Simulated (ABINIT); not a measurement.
Worked example: self-consistent single point of LaZnGa (P6_3/mmc, 6 atoms in the cell) in ABINIT.

Level of theory: PBEsol, PAW (JTH v2.0 PBE PAW, files made for PBE) (plane waves; ABINIT).

```yaml
crystal:
  lattice:
    - [4.49206, 0.00000, 0.00000]
    - [-2.24603, 3.89024, 0.00000]
    - [0.00000, 0.00000, 8.04708]
  atoms:
    - { symbol: La, position: [0.00000, 0.00000, 0.50000] }
    - { symbol: La, position: [0.00000, 0.00000, 0.00000] }
    - { symbol: Zn, position: [0.33333, 0.66667, 0.75000] }
    - { symbol: Zn, position: [0.66667, 0.33333, 0.25000] }
    - { symbol: Ga, position: [0.33333, 0.66667, 0.25000] }
    - { symbol: Ga, position: [0.66667, 0.33333, 0.75000] }
```

Reference input (self-consistent single point, DFT, PBEsol, plane waves, PAW (JTH v2.0 PBE PAW, files made for PBE)): pseudos = [La.GGA_PBE-JTH.xml, Zn.GGA_PBE-JTH.xml, Ga.GGA_PBE-JTH.xml]; ecut = 30 Ha; pawecutdg = 60 Ha; pawxcdev = 0; ixc = -116133; occopt = 7; tsmear = 0.1 eV; ngkpt = 6 6 3; nshiftk = 1; shiftk = 0 0 0; potentials = JTH v2.0 PBE PAW; nband = 46. This run's input differs from it in these lines:

```diff
@@ -28,3 +28,3 @@
 kptopt 1
-ngkpt 6 6 3
+ngkpt 5 5 3
 nshiftk 1
```

The program printed (abridged):

```
--- !BeginCycle
solver: {iscf: 17, nstep: 80, nline: 4, wfoptalg: 10, }
tolerances: {tolvrs: 1.00E-10, }
...

     iter   Etot(hartree)      deltaE(h)  residm     nres2
 ETOT  1  -346.96328143333    -3.470E+02 2.849E+00 2.643E+02
 ETOT  2  -351.93233305585    -4.969E+00 6.825E-01 2.012E+02
 ETOT  3  -351.15515341486     7.772E-01 9.378E-01 7.874E+01
 ETOT  4  -351.10384603370     5.131E-02 5.073E-02 4.171E+01
 ETOT  5  -351.02305681829     8.079E-02 1.632E-02 2.603E+01
   [... 18 lines left out ...]
 ETOT 24  -350.88784951474    -1.569E-11 6.676E-05 2.002E-09
 ETOT 25  -350.88784951474    -1.478E-12 5.861E-05 6.860E-10
 ETOT 26  -350.88784951475    -8.924E-12 4.396E-05 1.011E-10
 ETOT 27  -350.88784951474     6.821E-12 3.916E-05 2.405E-11
 At SCF step   27       nres2   =  2.41E-11 < tolvrs=  1.00E-10 =>converged.

 Cartesian components of stress tensor (hartree/bohr^3)
  sigma(1 1)=  7.13518183E-05  sigma(3 2)=  0.00000000E+00
  sigma(2 2)=  7.13518184E-05  sigma(3 1)=  0.00000000E+00
  sigma(3 3)=  9.60867856E-05  sigma(2 1)= -8.56618982E-14

 ----iterations are completed or convergence reached----

 reduced coordinates (array xred) for    6 atoms
       0.000000000000      0.000000000000      0.500000001092
       0.000000000000      0.000000000000      0.000000001092
       0.333333333333      0.666666666667      0.750000001092
       0.666666666667      0.333333333333      0.250000001092
       0.333333333333      0.666666666667      0.250000001092
       0.666666666667      0.333333333333      0.750000001092
 cartesian forces (eV/Angstrom) at end:
   [... lines left out ...]
 Fermi (or HOMO) energy (hartree) =   0.19823   Average Vxc (hartree)=  -0.37557
 Fermi (or HOMO) energy (eV) =   5.39413   Average Vxc (eV)= -10.21967
   [... lines left out ...]
'-kT*entropy'       : -7.65148484804884E-04
total_energy        : -3.50887849959506E+02
total_energy_eV     : -9.54814397705820E+03
...

-Cartesian components of stress tensor (GPa)         [Pressure= -2.3418E+00 GPa]
- sigma(1 1)=  2.09924262E+00  sigma(3 2)=  0.00000000E+00
- sigma(2 2)=  2.09924262E+00  sigma(3 1)=  0.00000000E+00
- sigma(3 3)=  2.82697036E+00  sigma(2 1)= -2.52025963E-09

 Calculation completed.
```

The run converged in 27 iterations. Against the reference run the free energy rises by 2.8 meV/atom and the pressure hardly changes (-2.42 to -2.34 GPa).

The starting cell comes from a database of computed structures (which also holds hypothetical and non-ambient phases and stackings), without a prior relaxation at this level. The potentials were made for another functional than the one used.

Cost on one core of a shared machine: roughly 8 min.
